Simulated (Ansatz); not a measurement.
# Response to strain in GaP

The parent structure is GaP in the zinc blende structure (space group F-43m, No. 216; a = 5.439 Å). Axes: x, y, z lie along the cube axes.

Strains are applied to the cell and any free atomic positions relax; under biaxial strain the out-of-plane vector relaxes too.

All numbers come from PBEsol/PAW in Ansatz (a program for electronic structure), no spin-orbit coupling.

Notes on the quantities. energy relative to the base: free energy F.

```csv
"biaxial strain, plane normal [111], relaxed out of plane (%)",energy relative to the base (meV/atom)
-2.5,16.2
-2.08,11.1
-1.67,?
-1.25,3.9
-0.83,1.7
-0.42,0.4
0,0.0
```

Fit ΔE = Aε² + Bε³ (ε in %) to the rows shown and predict the withheld row.

Least squares on the printed values gives A = 2.41 and B = -0.074 meV/atom (largest residual 0.0 meV/atom); this predicts 7.1 meV/atom, and the run gives 7.1 meV/atom, in agreement.

Stability against distortions was not tested.
